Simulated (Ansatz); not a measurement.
# As, pressure series

The parent structure is As in the A7 type structure (space group R-3m, No. 166; a = 3.784 Å, c = 10.107 Å (hexagonal axes); layered).

Cell and atoms are relaxed at each pressure.

The values are results of plane-wave PAW DFT at the PBE-D3(BJ) level (Ansatz, a quantum-chemistry and plane-wave program, 420 eV), without spin-orbit coupling, earlier PAW set, not measurements.

```
pressure (GPa)  volume per atom (Å³/atom)
--------------  -------------------------
-2                                 21.862
-1                                      ?
0                                  20.888
0.3                                20.773
0.7                                20.619
3                                  19.871
5                                  19.329
7.5                                18.754
10                                 18.277
```

Problem. Fit the third-order Birch–Murnaghan form P(V) = (3B₀/2)[(V₀/V)^(7/3) − (V₀/V)^(5/3)]·[1 + (3/4)(B₀′ − 4)((V₀/V)^(2/3) − 1)] (squares taken in P) to the rows shown and predict the withheld row.

Solution. Least squares on the printed values gives V₀ = 20.899 Å³/atom, B₀ = 51.1 GPa, B₀′ = 5.7; this predicts 21.338 Å³/atom, and the run gives 21.325 Å³/atom, 0.013 lower.

A case with no gap was solved on a k-mesh chosen for an insulator, which is coarse for it. Load acts through the strain it causes; cell and atoms are relaxed under it. Stability against distortions was not tested. Competing high-pressure phases were not computed.
